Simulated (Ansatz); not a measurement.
Input:

Host crystal: beta Si3N4, with a band gap (PBE, scalar-relativistic without spin-orbit coupling).

End structure of CH3 on the 1x1 (0001) surface of beta Si3N4 (cut with top plane 4 N + 3 Si), one in a 1x1 cell, started at the site 'hollow Si':

```
CELL_PARAMETERS angstrom
      7.66371     0.00000     0.00000
     -3.83185     6.63697     0.00000
      0.00000     0.00000    26.50000
ATOMIC_POSITIONS crystal
  N  0.03868 0.70620 0.35993
  N  0.29380 0.33248 0.35993
  N  0.66752 0.96132 0.35993
  N  0.66667 0.33333 0.35223
  Si 0.41253 0.21195 0.37053
  Si 0.79942 0.58747 0.37053
  Si 0.78805 0.20058 0.37053
  N  0.33333 0.66667 0.41484
  N  0.34317 0.03739 0.41778
  N  0.69422 0.65683 0.41778
  N  0.96261 0.30578 0.41778
  Si 0.17978 0.77408 0.41319
  Si 0.22592 0.40570 0.41319
  Si 0.59430 0.82022 0.41319
  N  0.03810 0.70867 0.47110
  N  0.29133 0.32943 0.47110
  N  0.67057 0.96190 0.47110
  N  0.66667 0.33333 0.47170
  Si 0.40377 0.17997 0.47411
  Si 0.77620 0.59623 0.47411
  Si 0.82003 0.22380 0.47411
  N  0.33052 0.66520 0.52811
  N  0.33027 0.03761 0.52828
  N  0.70559 0.66909 0.52830
  N  0.96148 0.29196 0.52867
  Si 0.17664 0.77606 0.52805
  Si 0.22298 0.40330 0.52576
  Si 0.59316 0.81867 0.52553
  N  0.03635 0.70295 0.58453
  N  0.30384 0.34019 0.58173
  N  0.65356 0.96311 0.58144
  N  0.66746 0.33318 0.58519
  Si 0.40633 0.17819 0.58552
  Si 0.77362 0.59602 0.58634
  Si 0.82088 0.22460 0.58652
  N  0.32915 0.66641 0.64664
  N  0.32712 0.03794 0.63813
  N  0.69264 0.66221 0.63799
  N  0.96234 0.28700 0.63920
  Si 0.17307 0.78496 0.64314
  Si 0.20316 0.41596 0.62937
  Si 0.57481 0.78378 0.62779
  C  0.03001 0.71005 0.70328
  H  0.14359 0.74562 0.73293
  H  0.95326 0.79561 0.71018
  H  0.91954 0.54874 0.70465
```

Model: 46-atom slab, 7.8 Å thick at the start under the adsorbate (thin: gaps and levels are the slab's own), 3x3x1 mesh, Fermi-Dirac 0.01 eV, dipole correction, single point; no symmetry held, on the structure that PBE left; spin-polarised, ending with about 1.0 μB a cell, a value that depends on the mesh; orders that need a larger cell were not tried, no spin-orbit, no U, no dispersion correction. Its gap by band count is narrow, 0.07 eV on this mesh, and the smearing reaches across it. The program's check for a lower electronic state was not made. At the end it is bonded to Si. In PBE it is, or lies within 0.03 eV of, the lowest of the starts that converged; the order may differ at this level.

A negative adsorption energy means that the adsorbate is more stable on the surface than in its reference.

Task: Predict the change of the step from the bottom to the top vacuum level, against the clean slab from r2SCAN, at the PBE geometry and the start's symmetry run with Ansatz (a first-principles code).

Result: -0.30 eV

Task: What is the computed adsorption energy against CH4(g) − ½ H2(g) at the same level (r2SCAN, at the PBE geometry and the start's symmetry)?

Result: 0.001 eV
